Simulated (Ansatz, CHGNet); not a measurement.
**Segregation of B: Si (diamond structure), Σ17 (223) [1-10] symmetric tilt**

One B atom replaces one Si atom in a bicrystal of 62 atoms (one solute to 62 Å² of one boundary, a high coverage); atoms relaxed, cell held. Energies count from the site farthest from both boundaries, which lies only 5.1 Å away; negative means that the solute is drawn to the site. The cell is neutral, and spin is allowed where the electrons are odd. 

Levels: PBE (Ansatz, a first-principles code, plane waves, PAW) and the machine-learned potential CHGNet 0.3.0. Scalar-relativistic, no spin-orbit coupling.

```json
[
 {"distance (Å)": "0.00", "PBE (eV)": "0.21", "CHGNet (eV)": "0.13"},
 {"distance (Å)": "0.00", "PBE (eV)": "0.27", "CHGNet (eV)": "0.13"},
 {"distance (Å)": "1.23", "PBE (eV)": "0.36", "CHGNet (eV)": "0.29"},
 {"distance (Å)": "1.93", "PBE (eV)": "-0.23", "CHGNet (eV)": "-0.10"},
 {"distance (Å)": "5.11", "PBE (eV)": "0.00", "CHGNet (eV)": "0.00"}
]
```
